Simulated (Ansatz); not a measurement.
## Convergence study of the plane-wave cutoff for CoGe (R3, 8 atoms in the cell)

```yaml
crystal:
  lattice:
    - [4.59321, 0.00000, 0.00000]
    - [0.00000, 4.59321, 0.00000]
    - [0.00000, 0.00000, 4.59321]
  atoms:
    - { symbol: Co, position: [0.14311, 0.14311, 0.14311] }
    - { symbol: Co, position: [0.36317, 0.86317, 0.63683] }
    - { symbol: Co, position: [0.63683, 0.36317, 0.86317] }
    - { symbol: Co, position: [0.86317, 0.63683, 0.36317] }
    - { symbol: Ge, position: [0.83981, 0.83981, 0.83981] }
    - { symbol: Ge, position: [0.66019, 0.16019, 0.33981] }
    - { symbol: Ge, position: [0.33981, 0.66019, 0.16019] }
    - { symbol: Ge, position: [0.16019, 0.33981, 0.66019] }
```

Level of theory: PBEsol, default PAW files made with PBE (plane waves; Ansatz, a program for electronic structure).

Base settings: basis.ecutwfc = 420 eV; kpoints.mp_grid.grid = 4 4 4; hamiltonian.xc = pbesol; hamiltonian.pseudopotentials = {kind: paw} (the program's default PAW files); scf.occupations.method = fermi_dirac; scf.occupations.width = 0.1 eV.

The second cell is the first with its lattice scaled by 0.98.

The mesh stays at the base's, so the ladder's end is converged at best in this setting alone.

The first pressure column holds Ansatz's estimate of the finite-basis (Pulay) stress, which hides part of the cutoff error; the other is without it.

Only quantities that move along the ladder and can be compared are tabulated.

The count of work is k-points × plane waves × bands × iterations; it is no time. 

The starting cell comes from a database of computed structures (which also holds hypothetical and non-ambient phases and stackings), without a prior relaxation at this level. Its lattice was rescaled by up to half a per cent. One atom was moved a little off its site on purpose. Spin polarisation is off. In the base run, with a pressure of about -3 GPa the cell is away from its equilibrium volume at this level. Without a gap this mesh is coarse (it stands for a supercell whose shortest vector is 18 Å).

Steps (basis.ecutwfc): 145 eV; 170 eV; 190 eV; 210 eV; 230 eV; 250 eV; 295 eV; 335 eV; 380 eV; 420 eV; 460 eV; 505 eV; 565 eV; 630 eV; 735 eV; 840 eV; 1010 eV.

Question: What is the coarsest basis.ecutwfc that holds the pressure without the Pulay estimate within 0.1 GPa of the last step, with all finer ones?

Answer: 420 eV, at 0.26 of the last step's count of work; the step before is off by 0.92 GPa.

Question: What is the coarsest basis.ecutwfc that holds the forces within 0.02 eV/Å of the last step, with all finer ones?

Answer: 335 eV, at 0.19 of the last step's count of work; the step before is off by 0.22 eV/Å.

Question: What is the coarsest basis.ecutwfc that holds the pressure within 0.2 GPa of the last step, with all finer ones?

Answer: 380 eV, at 0.23 of the last step's count of work; the step before is off by 0.45 GPa.

```csv
basis.ecutwfc,free energy less the last step's (meV/atom),energy of the compressed cell less the first (meV/atom),pressure (GPa),pressure without the Pulay estimate (GPa),largest difference of a force vector from the last step's (eV/Å),count of work / last
145 eV,92197.73,944.89,-63.20,-3855.80,1.882,0.082
170 eV,39989.22,476.99,-2.13,-1953.51,3.669,0.11
190 eV,20517.68,562.34,-6.19,-1143.86,1.037,0.10
210 eV,10573.00,135.89,-1.96,-669.74,0.792,0.11
230 eV,5342.65,-19.33,-6.51,-384.41,0.252,0.12
250 eV,2615.62,53.58,-3.02,-214.91,0.322,0.14
295 eV,436.84,20.01,-3.10,-51.21,0.217,0.16
335 eV,69.63,16.06,-2.59,-13.15,0.016,0.19
380 eV,6.76,14.09,-2.96,-3.96,0.005,0.23
420 eV,2.57,13.87,-3.02,-3.12,0.000,0.26
460 eV,1.74,13.83,-3.02,-3.11,0.000,0.30
505 eV,1.02,13.86,-3.02,-3.07,0.000,0.36
565 eV,0.68,13.85,-3.02,-3.04,0.000,0.42
630 eV,0.44,13.84,-3.03,-3.05,0.000,0.48
735 eV,0.13,13.83,-3.03,-3.04,0.000,0.62
840 eV,0.07,13.82,-3.03,-3.03,0.000,0.76
1010 eV,0.00,13.82,-3.03,-3.04,0.000,1.0
```

The energy difference between the two cells stays within 1 meV/atom of the last step's from 380 eV on, the total only from 565 eV on: much of the error is common to both cells and cancels.

At the lowest cutoff the pressure without the Pulay estimate lies 3850 GPa under the last step's, the usual sign of Pulay stress in an incomplete plane-wave basis.

Keys are those of Ansatz 0.2.
